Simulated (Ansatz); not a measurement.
A calculation on wurtzite BN (high-pressure phase) returned lattice constant a 2.549 Å, lattice parameter c 4.215 Å, cohesive energy 6.51 eV/atom.

For reference: lattice constant a 2.55 Å (measured, temperature not stated, no zero-point or thermal correction; as tabulated in Doll et al. (2008), arXiv:0810.5476); lattice parameter c 4.2 Å (measured, temperature not stated, no zero-point or thermal correction; as tabulated in Doll et al. (2008), arXiv:0810.5476).

**Question.** Which level of theory produced these numbers?
A) B3LYP (VWN-RPA form) (Ansatz (a quantum-chemistry and plane-wave program))
B) r²SCAN+rVV10 (Ansatz)
C) RPBE (Ansatz)
D) rVV10 (Ansatz)

**Answer.** A, B3LYP (VWN-RPA form) (Ansatz)

The others give: RPBE 2.568 Å, 4.246 Å, 6.43 eV/atom; rVV10 2.564 Å, 4.242 Å, 6.93 eV/atom; r²SCAN+rVV10 2.542 Å, 4.205 Å, 6.92 eV/atom.

Unless a cell is named, each level is at its own relaxed cell (B3LYP (VWN-RPA form) 5.93, r²SCAN+rVV10 5.88, RPBE 6.06, rVV10 6.04 Å³/atom).

Ansatz's density-functional and Hartree–Fock values are scalar-relativistic unless marked +SOC, with PAW data made under PBE.
